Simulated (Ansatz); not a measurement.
Base system: GaN in the zinc blende structure (space group F-43m, No. 216; a = 4.498 Å).

One thing is altered: Al takes the place of Ga on all its sites; the structure is relaxed again.

Levels (all Ansatz, a first-principles code, PAW, earlier PAW set): PBEsol (420 eV, scalar-relativistic without spin-orbit coupling); HSE06+SOC (420 eV, spin-orbit coupling included).

The geometry is relaxed with PBEsol.

```
Item               Value
---------------  -------
PBEsol band gap  3.19 eV
```

Question: Predict the valence-band top at Γ and band gap from HSE06+SOC.

Answer: The valence-band top at Γ (three highest Kramers pairs, from the VBM) amounts to 0.00, 0.00, -0.02 eV; the band gap grows by 1.35 eV, from 3.19 eV to 4.54 eV.

Single points use the geometry relaxed with PBEsol. The hybrid gap comes from the SCF mesh plus the semilocal run's edge points and a few special points and is an upper bound. Differences between runs with and without spin-orbit coupling are approximate. Whether these cells are dynamically stable was not tested. This is not the structure that AlN has at room temperature and ambient pressure. This is not the structure that GaN has at room temperature and ambient pressure.
